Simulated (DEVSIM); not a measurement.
Device: Schottky contact on n-type GaP, at 300 K.

Layer 1 from the left is GaP, thickness (μm) 3.80, Nd (cm⁻³) 1.1e16, τn (s) 2.1e-6, τp (s) 2.1e-6. Layer 2 from the left is GaP, thickness (μm) 0.640, Nd (cm⁻³) 1.9e18, τn (s) 2.1e-6, τp (s) 2.1e-6.

Left contact: Schottky, work function 5.51 eV, emission velocity 3.5e6 cm/s. Right contact: ohmic. Voltage is applied to the left contact. Recombination: SRH at mid-gap, radiative, Auger. Mobility is μmin + (μ − μmin)/(1 + (N/Nref)^α).

Constants are typed, rounded textbook-type inputs, not results; the design itself was drawn at random and stands for no fabricated device. Values at 300 K.

GaP: gap (eV) 2.26, affinity (eV) 3.8, permittivity 11.1, Nc (cm⁻³) 1.8e19, Nv (cm⁻³) 1.9e19, μn (cm²/Vs) 250, μp (cm²/Vs) 150, μn,min 10, μp,min 10, Nref,n 4.4e18, Nref,p 1e18, αn 0.8, αp 0.85, B (cm³/s) 1e-13, Cn (cm⁶/s) 1e-30, Cp (cm⁶/s) 1e-30.

Simulated with DEVSIM: 1D drift-diffusion, Boltzmann statistics, complete ionisation; no tunnelling, impact ionisation, image-force lowering or self-heating. Metal contacts follow the ideal Schottky-Mott rule: no Fermi-level pinning, no interface dipoles.

Dark forward current:

```csv
|V| (V),|J| (A/cm²)
0.55,2.690e-13
0.60,1.829e-12
0.65,1.252e-11
0.70,8.586e-11
0.75,5.892e-10
0.80,4.043e-9
0.85,2.771e-8
0.90,1.898e-7
0.95,1.298e-6
1.00,8.867e-6
1.05,6.043e-5
1.10,0.0004107
1.15,0.002781
1.20,0.01872
1.25,0.1247
1.30,0.8047
1.35,4.601
1.40,18.57
1.45,46.93
1.50,85.62
1.55,130.2
1.60,178.2
1.65,228.5
1.70,280.2
1.75,333.0
1.80,386.6
```

Task: Work out the local ideality factor n = ΔV / (kT/q · ln(J2/J1)) between the rows 0.55 and 0.60 V, 0.70 and 0.75 V, 1.75 and 1.80 V.

Result: kT/q = 25.85 mV. From 0.55 to 0.60 V: ln(1.829e-12/2.690e-13) = 1.917, n = 1.01, near the 1 of diffusion or emission over a barrier. From 0.70 to 0.75 V: ln(5.892e-10/8.586e-11) = 1.926, n = 1.00, near the 1 of diffusion or emission over a barrier. From 1.75 to 1.80 V: ln(386.6/333.0) = 0.149, n = 12.96; the layers' resistance at their doping, Σ W/(qμN) = 0.00087 Ω cm², would take 47 mV of this step of 50 mV.

Task: Estimate the current at 0.90 V for emission alone, J0 = q v N_band exp(−φB/kT), and read the barrier back from the simulated current.

Result: φB = 1.710 eV, N_band = 1.80e19 cm⁻³, J0 = 1.88e-22 A/cm²; J = J0 (exp(qV/kT) − 1) = 2.49e-7 A/cm². The simulation gives 1.90e-7 A/cm²; the estimate lies 31 % above. Read backwards, the simulated current gives an apparent barrier of 1.717 eV. The estimate leaves out transport through the depletion region and minority injection.
